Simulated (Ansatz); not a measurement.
Data:

End structure of a constructed model of the (100) surface of fcc Pd, a pseudomorphic layer of Os in the host's stacking (bottom of the slab: a bare face, its two planes held):

```xyz
7
Lattice="2.7886 0.0000 0.0000 0.0000 2.7886 0.0000 0.0000 0.0000 28.5000" Properties=species:S:1:pos:R:3 pbc="T T T"
Pd     1.3943     1.3943     8.2233
Pd     0.0000     0.0000    10.1952
Pd     1.3943     1.3943    12.1595
Pd     0.0000     0.0000    14.1372
Pd     1.3943     1.3943    16.1271
Pd     0.0000     0.0000    18.1619
Os     1.3943     1.3943    19.9588
```

Model: 7-atom slab, 12.1 Å thick at the start, 13x13x1 mesh, Fermi-Dirac 0.1 eV, dipole correction, 2 atoms held, the rest relaxed; start symmetry kept, larger cells not searched; no spin, no spin-orbit, no U. It is one candidate, not shown to be the stable structure of the face.

Q: What work function of the top face does PBE (Ansatz, a first-principles code) give?

A: 5.56 eV
